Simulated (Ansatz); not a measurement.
TiB2, response to strain

The reference is TiB$_{2}$ (space group P6/mmm, No. 191; a = 3.032 Å, c = 3.224 Å). Axes: x lies along a and z along c of the hexagonal cell.

Strains are applied to the cell and any free atomic positions relax; under biaxial strain the out-of-plane vector relaxes too.

Level of theory: Kohn–Sham DFT with the PBE functional, run in Ansatz (a quantum-chemistry and plane-wave program) with PAW and 420 eV plane waves, no SOC.

Notes on the quantities. pressure: mean of the normal stresses, compression positive.

| case | volume per atom | pressure | space group |
|---|---|---|---|
| base | 8.56 Å³ | 0.0 GPa | P6/mmm (No. 191) |
| biaxial strain −2.08 %, plane normal [001], relaxed out of plane | 8.28 Å³ | 10.1 GPa | P6/mmm (No. 191) |
| biaxial strain −1.05 %, plane normal [001], relaxed out of plane | 8.42 Å³ | 4.9 GPa | P6/mmm (No. 191) |
| biaxial strain −0.50 %, plane normal [001], relaxed out of plane | 8.49 Å³ | 2.3 GPa | P6/mmm (No. 191) |
| biaxial strain −0.20 %, plane normal [001], relaxed out of plane | ? | ? | P6/mmm (No. 191) |
| biaxial strain +2.00 %, plane normal [001], relaxed out of plane | 8.82 Å³ | -8.3 GPa | P6/mmm (No. 191) |
| biaxial strain +2.84 %, plane normal [001], relaxed out of plane | 8.94 Å³ | -11.4 GPa | P6/mmm (No. 191) |
| isotropic strain −1.52 % | 8.17 Å³ | 12.8 GPa | P6/mmm (No. 191) |
| isotropic strain +4.57 % | 9.78 Å³ | -26.4 GPa | P6/mmm (No. 191) |
| uniaxial strain ε_xx = +0.19 % | 8.57 Å³ | -0.5 GPa | Cmmm (No. 65) |

Problem. Some entries are withheld; estimate them.

Solution. 
- biaxial strain −0.20 %, plane normal [001], relaxed out of plane, volume per atom: 8.53 Å³
- biaxial strain −0.20 %, plane normal [001], relaxed out of plane, pressure: 0.9 GPa

Without a gap, meshes like the base's 18×18×14 leave anisotropic stresses uncertain by several tenths of a GPa, and small strain energies with them. Stability against distortions was not tested. The final runs are not spin-polarised.
